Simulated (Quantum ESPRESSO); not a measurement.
Band structure of GaSn3 (P6_3/mmc, 8 atoms in the cell).

```yaml
crystal:
  lattice:
    - [6.47346, 0.00000, 0.00000]
    - [-3.23673, 5.60618, 0.00000]
    - [0.00000, 0.00000, 5.54997]
  atoms:
    - { symbol: Ga, position: [0.66667, 0.33333, 0.25000] }
    - { symbol: Ga, position: [0.33333, 0.66667, 0.75000] }
    - { symbol: Sn, position: [0.33665, 0.16833, 0.75000] }
    - { symbol: Sn, position: [0.66335, 0.83168, 0.25000] }
    - { symbol: Sn, position: [0.16833, 0.33665, 0.25000] }
    - { symbol: Sn, position: [0.83168, 0.66335, 0.75000] }
    - { symbol: Sn, position: [0.83168, 0.16833, 0.75000] }
    - { symbol: Sn, position: [0.16833, 0.83168, 0.25000] }
```

Level of theory: PBEsol, PseudoDojo standard norm-conserving (PBESOL) pseudopotentials (plane waves; Quantum ESPRESSO).

Settings: ecutwfc = 80 Ry; occupations = smearing; smearing = methfessel-paxton; degauss = 0.019992 Ry; potentials = {Ga: Ga.upf, Sn: Sn.upf}; K_POINTS = automatic 1 1 1 0 0 0; conv_thr = 1e-10 Ry; mixing_beta = 0.4.

The starting cell comes from a database of computed structures (which also holds hypothetical and non-ambient phases and stackings), without a prior relaxation at this level.

Levels in eV from the Fermi level, bands 51 to 58:
```
point     51     52     53     54     55    56    57    58
-----  -----  -----  -----  -----  -----  ----  ----  ----
Γ      -0.92  -0.83  -0.33  -0.11  -0.11  0.12  0.12  0.82
M      -0.91  -0.35  -0.34  -0.33  -0.24  0.12  1.42  1.73
K      -2.02  -1.82   1.00   1.00   1.50  1.50  1.51  2.08
A      -2.74  -2.74  -2.74  -2.74   1.75  1.75  4.91  4.91
L      -0.35  -0.35   1.02   1.02   1.26  1.26  2.16  2.16
H      -0.56  -0.56   2.10   2.10   2.11  2.11  2.24  2.24
```
